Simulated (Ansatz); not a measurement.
Take C in the diamond structure (space group Fd-3m, No. 227) as the base.

```
C
1.0
    0.00000     1.78579     1.78579
    1.78579     0.00000     1.78579
    1.78579     1.78579     0.00000
C
2
Direct
  0.00000   0.00000   0.00000
  0.25000   0.25000   0.25000
```

Method: PBE (Ansatz, an electronic-structure program), without spin-orbit coupling.

One change was made to it. Results:

```csv
quantity,base,after
lattice parameter a,3.572 Å,3.499 Å
smallest direct gap,5.58 eV,5.76 eV
"hole mass (degenerate bands, along [100])","0.30, 0.30, 0.51 mₑ (at Γ)","0.28, 0.28, 0.54 mₑ (at Γ)"
```

What was done to the base?
(A) pressure −1 GPa
(B) pressure 30 GPa
(C) pressure 15 GPa
(D) pressure 0.9 GPa

B, pressure 30 GPa. For comparison, the lattice parameter a in the other runs: pressure 0.9 GPa gives 3.569 Å; pressure −1 GPa gives 3.574 Å; pressure 15 GPa gives 3.533 Å.

Load acts through the strain it causes; cell and atoms are relaxed under it. Effective masses come from finite differences of ±0.01 Å⁻¹. No phonon test of stability was made. No other phases were tried under pressure.
